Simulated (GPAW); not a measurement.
σyy against uniaxial strain in fcc Rh (space group 225): C12 (GPAW, PBEsol)

```
Rh
1.0
    0.00000     1.89512     1.89512
    1.86669     0.00000     1.89512
    1.86669     1.89512     0.00000
Rh
1
Direct
  0.00000   0.00000   0.00000
```

Method: PBEsol, GPAW PAW datasets PBEsol (made by gpaw-setup) (plane waves; GPAW). Settings: mode = pw; ecut = 585 eV; xc = PBEsol; kpts = 40 40 40; mesh shift (steps) = 0 0 0; occupations.name = fermi-dirac; occupations.width = 0.05 eV; nbands = -9; convergence.density = 1e-06 e/electron; convergence.energy = 1e-06 eV/electron; symmetry.symmorphic = false; symmetry.tolerance = 0.0005; maxiter = 150. The cell above is the first row's. The rows stretch one cube axis (x) by the strain ε and hold the other two. Stress is positive in tension. In all rows the k mesh is held.

```
ε (%)  σyy (GPa)
-----  ---------
-1.5       -3.27
-1.0       -2.13
-0.5       -1.04
0.0         0.00
0.5         1.00
1.0         1.96
1.5         2.88
2.0            ?
```

Taking a parabola for σyy over the 7 complete rows: Least squares gives σyy = 0.001 + 2.0479·ε - 0.0871·ε². Residuals (row less fit): -0.003, 0.004, 0.005, -0.001, -0.003, -0.002, 0.003; standard error 0.004 (degrees of freedom: 4). The slope at ε = 0, 2.0479 GPa per cent, gives C12 ≈ 100 × 2.0479 = 205 GPa, for the static lattice.

Problem. What does the fit predict for σyy at ε = 2.0, and how far is the calculated value from it?

Solution. σyy = 0.001 + 2.0479 × 2.0 - 0.0871 × 2.0² = 3.748 GPa. The calculation gives 3.77 GPa, 0.022 GPa above the prediction (0.3 % of the range of σyy in the table). The row lies outside the fitted rows, so this is an extrapolation. From the scatter of the fitted rows alone, a prediction at this place has a standard error of 0.008 GPa, so the miss is 2.8 times that.

Carrying the step between the two nearest rows on in a straight line would have given 3.80, off by 0.03; series whose last step already gives the withheld value aren't shown. The reference cell has the volume at which an earlier scan in this program and functional put its minimum by a fit. The unstrained cell stands at a pressure of 0.00 GPa, and the constants belong to that pressure. Spin polarisation is off. Without a gap such slopes are sensitive to mesh and smearing. Cutoffs and mesh are single choices, not tested for convergence of this quantity. Series with a scatter that would blur these digits, or in which a gap closes, are not shown. Strain series were run only where this level's volume lies within 10 % of a first guess from the measured size.
